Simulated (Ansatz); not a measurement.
Output of an Ansatz run (abridged):

```
WARN ansatz: RAYON_NUM_THREADS=1 ignored (pool sized by the plan → 1); use --threads N
Pseudopotentials: kind: paw
Pseudopotential: Ca, paw, valence charge 10
Pseudopotential: Si, paw, valence charge 4
Crystal: 4 atoms, lattice volume = 96.527 Å³
Basis set: ecut = 420 eV, 1879 PW (Γ)
Bands: 18, of which v1, the nominal top of the filled ones, is band 14 counted from 1 (13 counted from 0)
Symmetry: 2 space group operations
Space group: Cm (ITA 8), of the structure as read, at distance tolerance 4.6e-5 Å
k-points: 165 of 576 (time reversal used)
PAW frozen core: Ca, regenerated for the run's functional, and the local potential with it
PAW frozen core: Si, regenerated for the run's functional, and the local potential with it
Initial density: superposition of atomic densities (neutral atoms: chi_scale 0, normalization atom), corrected by the library's trained network
Initial wavefunctions: pseudopotential atomic-orbital guess
Eigensolver: davidson
Functional: x = slater, c = lda
SCF iter   1: F=—  HF=-4764.948273 eV  |F-HF|=—  |Δ(HF+E_count)|=         —  Δρ=4.50e-3  dr2=2.17e-2  ethr=1.77e-3  ⟨swp⟩=8.1  Hψ=18690  notcnv=0
all-band conjugate gradients solve this SCF's bands
preconditioner: auto → Kerker (q_TF=auto, 2.220 Å⁻¹)
SCF iter   2: F=—  HF=-4764.945946 eV  |F-HF|=—  |Δ(HF+E_count)|=   2.33e-3  Δρ=2.73e-3  dr2=8.94e-3  ethr=7.74e-5  ⟨swp⟩=1.1  Hψ=4301  notcnv=0
SCF iter   3: F=—  HF=-4764.944185 eV  |F-HF|=—  |Δ(HF+E_count)|=   1.76e-3  Δρ=2.59e-4  dr2=6.10e-5  ethr=3.19e-5  ⟨swp⟩=2.0  Hψ=3772  notcnv=0
SCF iter   4: F=—  HF=-4764.944187 eV  |F-HF|=—  |Δ(HF+E_count)|=   1.82e-6  Δρ=1.07e-4  dr2=1.37e-5  ethr=2.18e-7  ⟨swp⟩=2.2  Hψ=4162  notcnv=0
SCF iter   5: F=—  HF=-4764.944185 eV  |F-HF|=—  |Δ(HF+E_count)|=   1.69e-6  Δρ=1.68e-5  dr2=4.05e-7  ethr=4.91e-8  ⟨swp⟩=2.8  Hψ=4853  notcnv=0
SCF iter   6: F=-4764.944185 eV  HF=-4764.944185 eV  |F-HF|=2.98e-8  |Δ(HF+E_count)|=   1.94e-8  Δρ=5.42e-6  dr2=6.53e-8  ethr=3.57e-10  ⟨swp⟩=6.1  Hψ=14224  notcnv=0
SCF 1 converged in 6 iterations: F = -4764.944185 eV  dr2 = 6.53e-8
SCF converged after 6 iterations
Free energy (F): -4764.944185 eV
Harris-Foulkes:  -4764.944185 eV  (|F-HF|=2.98e-8)
Internal energy: -4764.887017 eV  (E = F + TS)
E sigma→0 (E₀):  -4764.915601 eV
Entropy (-TS):   -0.057168 eV (-14.292 meV/atom)
Fermi energy:    7.209341 eV
--- Per-component energies (eV) ---
  E_band       = -270.835199
  E_kinetic    = 635.084232
  E_local      = -1586.220481  (includes V_loc(G=0)·N_el)
  E_nonlocal   = 187.384999
  E_hartree    = 532.115126
  E_xc         = -379.879151
  E_vxc        = -434.065646  (∫ρ·V_xc dr)
  E_paw        = -2604.366803  (= ΣΔE_a)
  E_vpaw       = -137.251610  (= ΣTr[D̂ρ^β])
  E_aug_tail   = 0.000001  (compensation charges beyond the density's cutoff)
  E_ewald      = -1549.739932
  E_core_change = 0.734993  (= ΣΔE_core)
  E_smearing   = -0.057168  (= −TS)
  E_closure    = -0.000000  (closes the sum)
  Σ components = -4764.944185   (vs F -4764.944185, Δ=0.00e0)
--- Forces (eV/Å), atoms counted from 1 ---
  atom   1  Ca    -0.00000000     0.03352475    -0.15404886
  atom   2  Ca     0.00000000    -0.03650090     0.04261760
  atom   3  Si    -0.00000000     0.02377872     0.01919696
  atom   4  Si     0.00000000    -0.02080273     0.09224000
  max |Σ_I F_I| component: 5.70e-6 eV/Å
--- Stress (GPa, compression-positive) ---
       -4.626389       0.000000      -0.000000
        0.000000      -3.505917       0.127145
       -0.000000       0.127145      -4.433182
  P = ⅓ Tr σ = -4.1885 GPa (-41.885 kbar)
  The stress holds the Pulay correction. Without it, at fixed plane waves, as pw.x and ABINIT print it: P = -4.2060 GPa
--- Band table (eV; the first three rows and the last of 165) ---
  k-point 0: bands = ["-33.4573", "-33.4272", "-14.8527", "-14.7547", "-14.7268", "-14.7030", "-14.6523", "-14.6204", "-2.8583", "2.0366", "4.6936", "4.9697", "5.4348", "6.9214", "8.0098", "8.1439", "9.8816", "10.1235"]
  k-point 1: bands = ["-33.4558", "-33.4275", "-14.8460", "-14.7526", "-14.7264", "-14.7112", "-14.6568", "-14.6331", "-2.7425", "2.0165", "4.6421", "4.7901", "5.0183", "7.6798", "7.8506", "8.0240", "9.6521", "9.8521"]
  k-point 2: bands = ["-33.4517", "-33.4286", "-14.8272", "-14.7471", "-14.7311", "-14.7257", "-14.6704", "-14.6654", "-2.3987", "1.7233", "3.8718", "5.0485", "5.1624", "7.2662", "7.7732", "8.3907", "9.1010", "9.3382"]
  k-point 164: bands = ["-33.4378", "-33.4368", "-14.8399", "-14.8314", "-14.7389", "-14.7228", "-14.6591", "-14.6531", "-0.8996", "0.0070", "3.4775", "4.3110", "5.9209", "6.4037", "8.0866", "8.5382", "9.3799", "9.5374"]
```

The structure:

```
CELL_PARAMETERS angstrom
      2.28886    -5.37240     0.00000
      2.28886     5.37240     0.00000
      0.00000     0.00000     3.92493
ATOMIC_POSITIONS crystal
  Ca 0.13851 0.86149 0.26274
  Ca 0.86149 0.13851 0.75000
  Si 0.43155 0.56845 0.25000
  Si 0.56845 0.43155 0.75000
```

Reconstruct the input of this run.

Other spellings and defaults could give the same log, and not every line can be read from it. The input that was run (DFT, LDA (PW92), plane waves, default PAW files made with PBE):

Ansatz 0.2 input:
```yaml
# CaSi
crystal:
  lattice:
    - [2.288862, -5.372398, 0.000000]
    - [2.288862, 5.372398, 0.000000]
    - [0.000000, 0.000000, 3.924927]
  atoms:
    - { symbol: Ca, position_ang: [2.288862, 3.884136, 1.031231] }
    - { symbol: Ca, position_ang: [2.288862, -3.884136, 2.943695] }
    - { symbol: Si, position_ang: [2.288862, 0.735481, 0.981232] }
    - { symbol: Si, position_ang: [2.288862, -0.735481, 2.943695] }
basis:
  ecutwfc: 420.0
kpoints:
  mp_grid:
    grid: [8, 8, 9]
hamiltonian:
  xc: lda
  pseudopotentials:
    kind: paw
scf:
  occupations:
    method: fermi_dirac
    width: 0.1
output:
  forces: true
  eigenvalues: true
  stress: true
```

The starting cell comes from a database of computed structures (which also holds hypothetical and non-ambient phases and stackings), without a prior relaxation at this level. Its lattice was rescaled by up to half a per cent. One atom was moved a little off its site on purpose. With a pressure of about -4 GPa the cell is away from its equilibrium volume at this level. Ansatz's pressure includes its estimate of the finite-basis (Pulay) stress.

Ansatz is a first-principles code.
